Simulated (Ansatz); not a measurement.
What pressure 15 GPa does to GaP

Take GaP in the zinc blende structure (space group F-43m, No. 216; a = 5.439 Å) as the base.

Modification: cell and atoms relaxed at a pressure of 15 GPa.

Computed with Ansatz (a quantum-chemistry and plane-wave program), PBEsol, PAW, cutoff 420 eV, spin-orbit coupling left out. k-mesh 11×11×11 (Γ-centred); smearing 0.05 eV (Fermi–Dirac).

```csv
quantity,base,changed,shift
volume per atom,20.11 Å³,17.62 Å³,-2.49 Å³
density,4.16 g/cm³,4.74 g/cm³,+0.587 g/cm³
lattice parameter a,5.439 Å,5.204 Å,-0.2341 Å
shortest interatomic distance,2.355 Å,2.254 Å,-0.101 Å
enthalpy H = E + PV relative to the base's energy,–,+1.75 eV/atom,–
band gap,1.45 eV,1.17 eV,-0.28 eV
gap character,"indirect, Γ → Γ–X (87 % along)","indirect, Γ → Γ–X (87 % along)",–
electron mass,"1.2 mₑ along k, 0.23 mₑ across (off the special points)","1.4 mₑ along k, 0.21 mₑ across (off the special points)",–
"hole mass (degenerate bands, along [100])","0.11, 0.37, 0.37 mₑ (at Γ)","0.15, 0.31, 0.31 mₑ (at Γ)",–
"valley order (the lowest conduction-band minima on the path, energy above the VBM, named in the base's zone)","a point along ⟨100⟩, about 1.0 Å⁻¹ from Γ 1.45 eV; L along ⟨111⟩ 1.60 eV; Γ 1.80 eV","a point along ⟨100⟩, about 1.0 Å⁻¹ from Γ 1.17 eV; L along ⟨111⟩ 2.00 eV; Γ 2.90 eV",–
```

Cost of the whole job for the changed cell (relaxation, final SCF and bands): very roughly 18 core-seconds.

Load acts through the strain it causes; cell and atoms are relaxed under it. Masses are band curvatures over ±0.01 Å⁻¹ around the edge. Along k means along the line from Γ to the band edge. Stability against distortions was not tested. Tetrahedral semiconductors of this kind turn to denser phases somewhere between about 1 and 50 GPa; those were not computed, so compressed cells here can lie past the real transition.
